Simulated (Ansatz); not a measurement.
Surface: Si(111) 1x1 surface, 6 top atoms, 3 bilayers, bottom bilayer H-capped and fixed, every top atom capped by H; cell 11.5 x 6.6 Å; two neighbouring H replaced by OH; about 7 Å thick over the host's atoms, 18 atoms held. Level of theory: PBE-D3(BJ) (plane waves to 420 eV, PAW; Ansatz, a quantum-chemistry and plane-wave program). Sampling: 1x2x1 k points. The slab states were run without spin polarisation. A thicker slab, a larger cell or a denser mesh can move such energies by a tenth of an eV or more. Energies are static: no zero-point or thermal part. Each state was relaxed from one prepared geometry.

One GaCl3 a cell is brought to Si(111):H with two OH. Relaxed result near the molecule:

```
atom    x (Å)  y (Å)   z (Å)
------  -----  -----  ------
H(44)   7.671  0.051  11.058
H(45)   9.668  3.349  11.049
O(46)   5.208  3.391  11.130
H(47)   4.211  3.402  11.226
Ga(a0)  5.945  3.474  13.024
Cl(a1)  4.267  2.490  13.975
Cl(a2)  6.148  5.595  13.326
Cl(a3)  7.787  2.362  12.829
```

Task: What is the adsorption energy against the free GaCl3 and the slab before, and how much of it is dispersion?

Result: -1.11 eV (negative: bound); the D3 term gives -0.54 eV of it. Bonds to the surface: O(46)-Ga(a0) 2.03 Å.

Here GaCl3 is the monomer.
